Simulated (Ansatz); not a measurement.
fcc Yb, treated with r²SCAN+rVV10 (Ansatz, a program for electronic structure, plane waves, PAW).

Numerical settings: plane-wave cutoff 560 eV, 18×18×18 k mesh, Fermi–Dirac smearing 0.05 eV, no spin polarisation, scalar-relativistic PAW data made under PBE.

Computed at the level's own relaxed cell.

**Question.** Give the computed volume per atom, bulk modulus, lattice constant a and pressure derivative B′ of the bulk modulus.

**Answer.** 
volume per atom: 34.05 Å³/atom
bulk modulus: 21.2 GPa
lattice constant a: 5.145 Å
pressure derivative B′ of the bulk modulus: 3.0

Measured, for comparison: equilibrium volume per atom 41.24 Å³/atom, lattice constant a 5.485 Å (293 K, no zero-point or thermal correction; as tabulated in Wikipedia's data pages); bulk modulus 16.3 GPa (temperature not stated, no zero-point or thermal correction; as tabulated in doi:10.1007/BF02743909 (ytterbium under pressure), abstract). Computed (rounded) less measured: equilibrium volume per atom -17.4 %, bulk modulus +30 %, lattice constant a -6.2 %.

Spin–orbit coupling is not included.

Computing time: around 4 core-minutes (rough).
